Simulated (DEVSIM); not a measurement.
Structure: abrupt GaAs n-p junction, at 250 K.

```
layer (left to right)  material  thickness (μm)  Nd (cm⁻³)  Na (cm⁻³)  τn (s)  τp (s)
---------------------  --------  --------------  ---------  ---------  ------  ------
1                          GaAs           0.610     3.3e15          -  1.7e-8  1.7e-8
2                          GaAs            54.0          -     4.2e12  1.7e-8  1.7e-8
```

Left contact: ohmic. Right contact: ohmic. Voltage is applied to the left contact. Recombination: SRH at mid-gap. Mobility is μmin + (μ − μmin)/(1 + (N/Nref)^α).

Constants are typed, rounded textbook-type inputs, not results; the design itself was drawn at random and stands for no fabricated device. Values at 300 K; Nc and Nv go as T^1.5, mobilities as T to minus their exponent, the gap by Varshni's rule with the affinity fixed.

| parameter | GaAs |
|---|---|
| gap (eV) | 1.424 |
| affinity (eV) | 4.07 |
| permittivity | 12.9 |
| Nc (cm⁻³) | 4.7e17 |
| Nv (cm⁻³) | 9e18 |
| μn (cm²/Vs) | 8500 |
| μp (cm²/Vs) | 400 |
| μn,min | 500 |
| μp,min | 20 |
| Nref,n | 6e16 |
| Nref,p | 1.5e17 |
| αn | 0.39 |
| αp | 0.38 |
| T exponent of μn | 2.1 |
| T exponent of μp | 2.2 |
| Varshni α (eV/K) | 0.000541 |
| Varshni β (K) | 204 |

Model (solved in DEVSIM): 1D drift-diffusion, Boltzmann statistics, complete ionisation; no tunnelling, impact ionisation, image-force lowering or self-heating.

Problem. Give the dark forward current.

Solution. 
```json
[
 {"V (V)": "-0.05", "J (A/cm²)": "-4.6e-12"},
 {"V (V)": "-0.15", "J (A/cm²)": "-6.6e-11"},
 {"V (V)": "-0.25", "J (A/cm²)": "-7.3e-10"},
 {"V (V)": "-0.35", "J (A/cm²)": "-8.2e-9"},
 {"V (V)": "-0.45", "J (A/cm²)": "-9.4e-8"},
 {"V (V)": "-0.55", "J (A/cm²)": "-1.1e-6"},
 {"V (V)": "-0.65", "J (A/cm²)": "-1.5e-5"},
 {"V (V)": "-0.75", "J (A/cm²)": "-0.00029"},
 {"V (V)": "-0.85", "J (A/cm²)": "-0.0043"},
 {"V (V)": "-0.95", "J (A/cm²)": "-0.020"},
 {"V (V)": "-1.00", "J (A/cm²)": "-0.033"},
 {"V (V)": "-1.10", "J (A/cm²)": "-0.075"},
 {"V (V)": "-1.20", "J (A/cm²)": "-0.14"},
 {"V (V)": "-1.30", "J (A/cm²)": "-0.23"},
 {"V (V)": "-1.40", "J (A/cm²)": "-0.35"},
 {"V (V)": "-1.50", "J (A/cm²)": "-0.50"},
 {"V (V)": "-1.60", "J (A/cm²)": "-0.69"},
 {"V (V)": "-1.70", "J (A/cm²)": "-0.90"},
 {"V (V)": "-1.80", "J (A/cm²)": "-1.1"},
 {"V (V)": "-1.90", "J (A/cm²)": "-1.4"}
]
```
